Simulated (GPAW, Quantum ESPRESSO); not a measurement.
A Quantum ESPRESSO input for a self-consistent single point of MnZn₃ (P-6m2, 4 atoms in the cell) (DFT, PBEsol, plane waves, GBRV 1.5 ultrasoft (PBESOL) pseudopotentials):

```fortran
&CONTROL
    calculation = 'scf',
    outdir = './work',
    pseudo_dir = './',
    tprnfor = .true.,
    tstress = .true.,
/
&SYSTEM
    ibrav = 0,
    nat = 4,
    ntyp = 2,
    ecutwfc = 50,
    ecutrho = 400,
    occupations = 'smearing',
    smearing = 'gauss',
    degauss = 0.0073499,
    nspin = 2,
    starting_magnetization(1) = 0.267,
/
&ELECTRONS
    conv_thr = 1.0e-11,
    mixing_beta = 0.3,
/
ATOMIC_SPECIES
Mn    54.9380  mn_pbesol_v1.5.uspp.F.UPF
Zn    65.3800  zn_pbesol_v1.uspp.F.UPF
ATOMIC_POSITIONS {crystal}
Mn    0.6666666667    0.3333333333    0.0000000000
Zn    0.6666666667    0.3333333333    0.5000000000
Zn    0.3333333333    0.6666666667    0.2414200000
Zn    0.3333333333    0.6666666667    0.7585800000
K_POINTS {automatic}
11 11 3  0 0 0
CELL_PARAMETERS {angstrom}
   2.6704802770     0.0000000000     0.0000000000
  -1.3352401385     2.3127037601     0.0000000000
   0.0000000000     0.0000000000     8.5868680000
```

Translate this input to GPAW.

One input that does it (others would too):

```python
from ase import Atoms
from ase.units import GPa
from gpaw import GPAW

atoms = Atoms(['Mn', 'Zn', 'Zn', 'Zn'],
              cell=[[2.670480, 0.000000, 0.000000],
                    [-1.335240, 2.312704, 0.000000],
                    [0.000000, 0.000000, 8.586868]],
              scaled_positions=[[0.666667, 0.333333, 0.000000],
                                [0.666667, 0.333333, 0.500000],
                                [0.333333, 0.666667, 0.241420],
                                [0.333333, 0.666667, 0.758580]],
              pbc=True)

atoms.set_initial_magnetic_moments([4.0, 0.0, 0.0, 0.0])

calc = GPAW(spinpol=True,
            mode={'name': 'pw', 'ecut': 800},
            xc='PBEsol',
            kpts=(11, 11, 3),
            occupations={'name': 'methfessel-paxton', 'width': 0.1, 'order': 0},
            nbands=-8,
            convergence={'density': 1e-05, 'energy': 1e-05},
            symmetry={'symmorphic': False, 'tolerance': 0.0005},
            maxiter=150,
            txt='-')

atoms.calc = calc

energy = atoms.get_potential_energy()
print('Energy (eV):', round(energy, 6))
forces = atoms.get_forces()
print('Forces (eV/Ang):')
print(forces.round(5))
stress = atoms.get_stress()
print('Stress (GPa, Voigt):', (stress / GPa).round(4))
```

Basis settings and potentials, where a program has them, do not carry over. This input uses DFT PBEsol, plane waves, GPAW PAW datasets PBEsol (made by gpaw-setup). Both were run: pressure -2.18 GPa in Quantum ESPRESSO and -2.05 in GPAW; largest force 0.013 eV/Å in Quantum ESPRESSO and 0.007 in GPAW; size of the net moment 0.53 μB/atom in Quantum ESPRESSO and 0.49 in GPAW.

On Quantum ESPRESSO: the starting cell comes from a database of computed structures (which also holds hypothetical and non-ambient phases and stackings), without a prior relaxation at this level. For this run, on top of that: lattice scaled by 0.98. With one magnetic atom in the cell only a parallel order is possible.

On GPAW: the starting cell comes from a database of computed structures (which also holds hypothetical and non-ambient phases and stackings), without a prior relaxation at this level. For this run, on top of that: lattice scaled by 0.98. With one magnetic atom in the cell only a parallel order is possible.
